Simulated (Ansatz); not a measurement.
Band structure of InAs (P6_3/mmc, 4 atoms in the cell).

```
CELL_PARAMETERS angstrom
      4.12679     0.00000     0.00000
     -2.06340     3.57391     0.00000
      0.00000     0.00000     5.75174
ATOMIC_POSITIONS crystal
  In 0.00000 0.00000 0.00000
  In 0.00000 0.00000 0.50000
  As 0.33333 0.66667 0.25000
  As 0.66667 0.33333 0.75000
```

Level of theory: PBE (plane waves, PAW; Ansatz, a first-principles code).

Settings: kpoints.mp_grid.grid = 8 8 5; hamiltonian.xc = pbe; hamiltonian.pseudopotentials = {kind: paw} (the program's default PAW files); scf.occupations.method = gaussian; scf.occupations.width = 0.272 eV; kpoints.band_path.npoints = 16.

The starting cell was generated: these elements placed on a structure prototype, without a prior relaxation; it need not be a known phase or ordering of this composition. The run gives no clean gap (levels at the Fermi energy touch, overlap or are partly filled at this smearing), which alone does not show that the compound is a metal.

Levels in eV from the Fermi level, bands 25 to 32:
```
point     25     26     27     28     29    30    31    32
-----  -----  -----  -----  -----  -----  ----  ----  ----
Γ      -1.65  -1.44  -0.81  -0.81   0.20  0.61  3.82  3.82
M      -3.89  -3.73  -3.38  -0.11   0.98  1.43  1.57  2.98
K      -3.32  -3.32  -2.85  -2.85  -2.21  3.60  5.38  6.13
A      -1.08  -1.08  -1.08  -1.08   0.68  0.68  3.42  3.42
L      -2.46  -2.46  -2.00  -2.00   1.05  1.05  3.94  3.94
H      -5.01  -5.01   0.24   0.24   2.59  2.59  3.18  3.18
```

Bands cross the Fermi level along this path, so the cell is metallic at this level.

Keys are those of Ansatz 0.2.
